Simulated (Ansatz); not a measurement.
We consider Si (P6₃/mmc, No. 194, 4 atoms in the cell; start mp-165; another form than the element's usual one), described by PBEsol (PAW; Ansatz, a quantum-chemistry and plane-wave program).

Run with plane-wave cutoff 520 eV, 12×12×6 k mesh (along the axes of the cell as run), Fermi–Dirac smearing 0.01 eV, scalar-relativistic PAW data made under PBE.

Computed at the level's own relaxed cell.

```yaml
crystal:
  lattice:
    - [3.82469, 0.00000, 0.00000]
    - [-1.91235, 3.31228, 0.00000]
    - [0.00000, 0.00000, 6.32397]
  atoms:
    - { symbol: Si, position: [0.33333, 0.66667, 0.06300] }
    - { symbol: Si, position: [0.66667, 0.33333, 0.93700] }
    - { symbol: Si, position: [0.66667, 0.33333, 0.56300] }
    - { symbol: Si, position: [0.33333, 0.66667, 0.43700] }
```

Question: List the 9 lowest band energies at Γ above −25 eV (eV, relative to the valence band maximum), grouping those that round alike.

Answer: At Γ: -12.26, -9.95, -7.29, -1.53 (×2), -0.36, 0.00 (×2), 0.97.

A start named mp-… is a Materials Project structure, which need not be a measured phase.
